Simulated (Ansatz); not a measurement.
The reference is BeTe in the zinc blende structure (space group F-43m, No. 216).

```xyz
2
Lattice="0.0000 2.7771 2.7771 2.7771 0.0000 2.7771 2.7771 2.7771 0.0000" Properties=species:S:1:pos:R:3 pbc="T T T"
Be     0.0000     0.0000     0.0000
Te     1.3886     1.3886     1.3886
```

Cartesian axes are those of the cell as printed.

The values are results of Ansatz (an electronic-structure program) LDA, no spin-orbit coupling, not measurements.

Strains are applied to the cell and any free atomic positions relax.

One change was made to it. Results:

| quantity | base | after |
|---|---|---|
| band gap | 1.79 eV | 1.57 eV |
| energy relative to the base (free energy F) | 0 meV/atom | +4.2 meV/atom |

Problem. What was done to the base?
A. tensor shear ε_xy = +1.71 %
B. tensor shear ε_xy = +2.00 %
C. tensor shear ε_xy = +1.43 %

Solution. A, tensor shear ε_xy = +1.71 %. For comparison, the band gap in the other runs: tensor shear ε_xy = +2.00 % gives 1.52 eV; tensor shear ε_xy = +1.43 % gives 1.62 eV.

With Te present, leaving out spin-orbit coupling can change the band edges. No phonon test of stability was made.
